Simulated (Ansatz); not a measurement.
A thermal frame of Li (bcc), cell Li54, with the crystal as the starting point [in the run: it stayed crystalline; mean temperature 413 K (target 420 K); density 0.53 g/cm³, volume +3 % from the start crystal's], from MD with r2SCAN at 420 K. These are r2SCAN (plane waves, PAW; Ansatz, a program for electronic structure) values and carry that method's errors.

```
Property                                          Result
-----------------  -------------------------------------
plane-wave cutoff                                 500 eV
k-points               2x2x2 mesh shifted by half a step
Fermi-Dirac width                               0.086 eV
spin               not polarised; no spin-orbit coupling
```

A check of the k-sampling: on the last frame of the same run a denser mesh moved the r2SCAN forces by 0.009 eV/Å rms, the static pressure by -0.02 GPa and the free energy by -11 meV/atom.

```xyz
54
Lattice="10.5724 0.0000 0.0000 0.0000 10.5724 0.0000 0.0000 0.0000 10.5724" Properties=species:S:1:pos:R:3 pbc="T T T"
Li     0.1447     0.3627     0.2461
Li     1.3038     2.3833     1.8478
Li    -0.0725     0.1294     3.5780
Li     2.0102     2.0015     4.9517
Li     0.1250     0.2381     6.7428
Li     1.4810     1.8578     9.1285
Li    -0.0344     4.0185     0.1675
Li     2.1434     5.5371     1.7738
Li     0.0939     3.6953     3.9177
Li     2.1962     5.0062     5.7060
Li    -0.0135     3.8218     7.4137
Li     2.0085     5.6856     9.1733
Li     0.2143     7.6091     0.0442
Li     1.4320     8.7629     2.3275
Li     0.4960     6.5615     3.7811
Li     1.7764     8.5513     5.4303
Li     0.1367     6.8791     7.1331
Li     1.7666     9.2005     8.5759
Li     3.1879     0.4048     0.3494
Li     5.1532     1.9297     1.9356
Li     3.5096     0.2917     3.6751
Li     5.1979     2.0904     5.0237
Li     3.5536    -0.1105     6.8952
Li     5.2183     1.7500     8.8479
Li     3.4316     3.4323    -0.1774
Li     5.4315     5.8029     1.9792
Li     3.5439     3.7291     3.3015
Li     5.3292     5.2034     5.5252
Li     3.4563     3.4076     7.3179
Li     4.9081     5.5213     8.6373
Li     3.7850     7.4697     0.2828
Li     5.0850     9.3966     2.2252
Li     3.5854     7.0474     3.7308
Li     5.1419     8.9313     5.0525
Li     3.6425     7.4679     7.1044
Li     4.9057     9.1701     9.0583
Li     7.2311     0.0695     0.0298
Li     8.4785     2.1643     1.8242
Li     7.5220     0.2969     3.8970
Li     8.7699     1.9951     5.6386
Li     6.5488    -0.3799     7.0502
Li     9.0678     1.9056     8.9163
Li     6.8656     3.5621     0.0827
Li     8.8222     5.5416     2.0292
Li     7.0903     4.0442     3.9649
Li     8.9534     5.6854     5.8898
Li     6.6357     3.2716     7.0637
Li     8.5340     5.4203     8.7437
Li     6.8710     7.4869    -0.1765
Li     8.7988     8.7879     1.7177
Li     7.1228     7.4126     4.0097
Li     9.2155     8.8305     5.5162
Li     6.6154     7.0848     7.2504
Li     9.0062     8.6331     8.6763
```

Q: Give the forces on all atoms (eV/Å), the static pressure (no kinetic part).

A: 
```
atom              Fx Fy Fz
----  --------------------
Li1    -0.370 -0.422 0.163
Li2     0.319 -0.220 0.070
Li3      0.011 0.208 0.023
Li4    -0.214 -0.048 0.431
Li5      0.193 0.121 0.162
Li6     0.224 0.156 -0.477
Li7    -0.114 0.092 -0.181
Li8   -0.198 -0.054 -0.186
Li9     -0.322 0.119 0.076
Li10   -0.086 0.352 -0.168
Li11   0.308 -0.109 -0.143
Li12  -0.112 -0.020 -0.219
Li13   0.028 -0.319 -0.020
Li14    0.423 0.125 -0.171
Li15    -0.319 0.029 0.111
Li16   -0.069 0.286 -0.152
Li17     0.545 0.187 0.299
Li18   -0.118 -0.087 0.301
Li19    0.029 -0.218 0.063
Li20   0.299 -0.005 -0.078
Li21  -0.462 -0.161 -0.055
Li22    0.021 -0.264 0.131
Li23   -0.098 0.523 -0.125
Li24   -0.043 -0.295 0.180
Li25     0.109 0.239 0.293
Li26   0.168 -0.217 -0.096
Li27     0.035 0.137 0.100
Li28   -0.366 0.255 -0.037
Li29   0.011 -0.268 -0.009
Li30    0.124 -0.264 0.387
Li31    -0.325 0.057 0.054
Li32   0.442 -0.294 -0.377
Li33    0.033 -0.019 0.074
Li34    -0.034 0.052 0.166
Li35  -0.041 -0.213 -0.002
Li36     0.046 0.045 0.074
Li37   -0.159 0.029 -0.030
Li38    0.325 -0.018 0.182
Li39  -0.400 -0.173 -0.123
Li40     0.073 0.149 0.028
Li41    0.506 0.261 -0.062
Li42   -0.367 -0.111 0.011
Li43   -0.131 0.289 -0.191
Li44   -0.008 0.112 -0.126
Li45   0.241 -0.154 -0.289
Li46  -0.512 -0.332 -0.479
Li47     0.331 0.252 0.284
Li48   -0.055 -0.021 0.284
Li49    0.020 -0.169 0.111
Li50    -0.019 0.038 0.280
Li51   0.107 -0.149 -0.136
Li52  -0.175 -0.143 -0.113
Li53    0.245 0.339 -0.183
Li54   -0.099 0.314 -0.111
```
static pressure (no kinetic part): -0.05 GPa
